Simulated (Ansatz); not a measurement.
Start from SiC in the zinc blende structure (space group F-43m, No. 216).

```xyz
2
Lattice="0.0000 2.1784 2.1784 2.1784 0.0000 2.1784 2.1784 2.1784 0.0000" Properties=species:S:1:pos:R:3 pbc="T T T"
Si     0.0000     0.0000     0.0000
C      1.0892     1.0892     1.0892
```

Method: Ansatz (a first-principles code) PBEsol, no SOC.

Strains are applied to the cell and any free atomic positions relax.

One change was made to it. Results:

The gap character stays indirect, Γ → X; the band gap goes up by 0.03 eV to 1.27 eV; the energy grows by 6.3 meV/atom; the electron mass becomes 0.65 mₑ along k, 0.22 mₑ across (at X) (base: 0.62 mₑ along k, 0.22 mₑ across (at X)); the hole mass (degenerate bands, along [100]) changes from 0.37, 0.59, 0.59 mₑ (at Γ) to 0.35, 0.58, 0.58 mₑ (at Γ).

### Question
Which change produced these results?
A. isotropic strain +2.50 %
B. isotropic strain −2.50 %
C. isotropic strain +0.50 %
D. isotropic strain +1.50 %
E. isotropic strain +1.00 %

### Answer
E, isotropic strain +1.00 %. For comparison, the energy relative to the base in the other runs: isotropic strain +2.50 % gives +37 meV/atom; isotropic strain −2.50 % gives +43 meV/atom; isotropic strain +0.50 % gives +1.6 meV/atom; isotropic strain +1.50 % gives +14 meV/atom.

Effective masses come from finite differences of ±0.01 Å⁻¹. Along k means along the line from Γ to the band edge. No phonon test of stability was made.
